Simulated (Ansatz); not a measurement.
Take TiO₂ in the rutile structure (space group P4_2/mnm, No. 136; a = 4.591 Å, c = 2.939 Å) as the base.

Perturbation: cell and atoms relaxed at a pressure of 0.3 GPa.

Levels (all Ansatz, an electronic-structure program, PAW): PBEsol (420 eV, spin-orbit coupling left out); r2SCAN (500 eV, without spin-orbit coupling); HSE06 (420 eV, no spin-orbit coupling).

One geometry, relaxed with PBEsol, under each level:

| level | band gap | lowest conduction level above the VBM at special points | pressure |
|---|---|---|---|
| PBEsol | 1.87 eV | Γ 1.87 eV; M 1.91 eV; R 1.91 eV; X 2.55 eV | 0.29 GPa |
| r2SCAN | 2.24 eV | Γ 2.24 eV; M 2.28 eV; R 2.30 eV; X 2.93 eV | 2.31 GPa |
| HSE06 | 3.40 eV | Γ 3.40 eV; M 3.42 eV; R 3.45 eV | – |

Single points use the geometry relaxed with PBEsol. Their cutoffs differ, which shifts pressures a little. Load acts through the strain it causes; cell and atoms are relaxed under it. Stability against distortions was not tested. The final runs are not spin-polarised.
